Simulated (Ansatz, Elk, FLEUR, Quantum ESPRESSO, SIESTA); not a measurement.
MnO (Fm-3m, 4 atoms in the cell) computed with different codes at matched settings

Self-consistent single point.

```xyz
4
Lattice="4.3734 2.1867 2.1867 2.1867 4.3734 2.1867 2.1867 2.1867 4.3734" Properties=species:S:1:pos:R:3 pbc="T T T"
Mn     0.0000     0.0000     0.0000
Mn     4.3734     4.3734     4.3734
O      2.1867     2.1867     2.1867
O      6.5601     6.5601     6.5601
```
Moments meant for the start (each program seeds them in its own way; μB, in the order of the atoms Mn Mn O O): 5.0 -5.0 0.0 0.0.

Shared settings, as Ansatz (an electronic-structure program) writes them: kpoints.mp_grid.grid = 3 3 3; scf.occupations.method = fermi_dirac; scf.occupations.width = 0.01 eV. Potentials and cutoffs stand in the table.

```
code                                                                                                                                model  pressure (GPa)  gap on the mesh (eV)           cutoff
----------------  -----------------------------------------------------------------------------------------------------------------------  --------------  --------------------  ---------------
FLEUR                                                                        PBE, all-electron FLAPW (FLEUR), scalar-relativistic valence               –                 1.073  Kmax 4.3 1/bohr
Elk                                        PBE, all-electron FP-LAPW, Elk's shipped species files, APW+lo basis with extra local orbitals               –                 1.075         rgkmax 8
Ansatz                                                                                                             PBE, default PAW files            6.59                 1.041          default
SIESTA            GGA PBE, numerical atomic orbitals DZP, PseudoDojo PBE standard norm-conserving potentials (rewritten from UPF to PSML)            7.29                 1.198      grid 300 Ry
Quantum ESPRESSO                                                                        PBE, SSSP 1.1.2 efficiency (PBE) pseudopotentials            7.28                 1.047            55 Ry
```

A dash marks a value that a program does not give, or that is left out as unsure.

Gaps are read on the mesh.

On Ansatz's run: the magnetic order is the one reached from the typed start; others were not searched systematically.

The spread over the programs that give each value: pressure within 0.70 GPa; gap on the mesh within 0.157 eV.

SIESTA uses small atom-centred bases, whose incompleteness enters pressures, forces and empty levels differently from a plane-wave cutoff. FLEUR and Elk treat all electrons, but the usual bases taken here (sphere radii, linearisation, local orbitals, empty states) were not tested for convergence, so the values are no reference for the others. Ansatz's pressure is given at a fixed set of plane waves, as the other plane-wave codes print theirs; with its correction for the finite basis it is 7.26 GPa (the shift of 0.67 GPa shows how far the cutoff is from converged). In the gap, SIESTA (by 0.154) lies more than 0.12 eV from the median of the plane-wave programs.

On the base mesh (7 7 7) the same programs gave: Ansatz pressure 6.60 GPa, gap on the mesh 1.028 eV; Quantum ESPRESSO pressure 7.29 GPa, gap on the mesh 1.035 eV; Elk gap on the mesh 1.063 eV; FLEUR gap on the mesh 1.053 eV; SIESTA pressure 7.20 GPa, gap on the mesh 1.176 eV.

The starting cell has typed, rounded lattice constants, without a prior relaxation at this level. Its lattice was rescaled by a random factor within 2.5 % of one.

Keys are those of Ansatz 0.2.
